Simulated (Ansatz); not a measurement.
Consider SiC in the wurtzite structure (space group P6_3mc, No. 186; a = 3.075 Å, c = 5.048 Å).

Levels (all Ansatz, a program for electronic structure, PAW): r2SCAN (500 eV, no SOC); HSE06 (420 eV, no spin-orbit coupling).

The geometry is relaxed with r2SCAN.

```
Property           Value
---------------  -------
r2SCAN band gap  2.65 eV
```

With HSE06 at the same geometry, the band gap grows by 0.51 eV (2.65 eV → 3.16 eV).

Single points use the geometry relaxed with r2SCAN. The hybrid gap comes from the SCF mesh plus the semilocal run's edge points and a few special points and is an upper bound. No phonon test of stability was made.
